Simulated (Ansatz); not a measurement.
The starting structures come from a database of crystals and need not be the phases stable at ambient conditions.

Tunnelling through a barrier is set by its complex band structure: the current falls as exp(−2κd) with the smallest κ.

Input:

```xyz
12
Lattice="4.3763 0.0000 0.0000 0.0000 12.0624 -0.0108 0.0000 4.9708 5.9319" Properties=species:S:1:pos:R:3 pbc="T T T"
Sn     1.0941     6.8335     2.0307
Sn     3.2822    10.1997     3.8904
Sn     3.2822    15.1689     4.7750
Sn     1.0941     1.8644     1.1461
Cl     3.2822     3.6696     2.1606
Cl     1.0941    13.3636     3.7605
Cl     1.0941     9.5167     1.9355
Cl     3.2822     7.5165     3.9856
Cl     3.2822    12.2055     1.3112
Cl     1.0941     4.8277     4.6099
Cl     1.0941     9.7255     5.5543
Cl     3.2822     7.3078     0.3668
```

Space group of this cell: Pnma. The cell was relaxed by PBE-D3(BJ).

Transport runs along the normal of the first two printed cell vectors.

The gap is the functional's own, uncorrected, and κ follows it; spin-orbit coupling is left out. Mid-gap values are interpolated between the computed energies.

Task: State the band gap and the smallest decay constant κ at mid-gap according to r2SCAN (Ansatz, a program for electronic structure).

Result: Gap 3.43 eV on a 8×6×6 mesh; κ = 0.360 1/Å, at the zone centre.
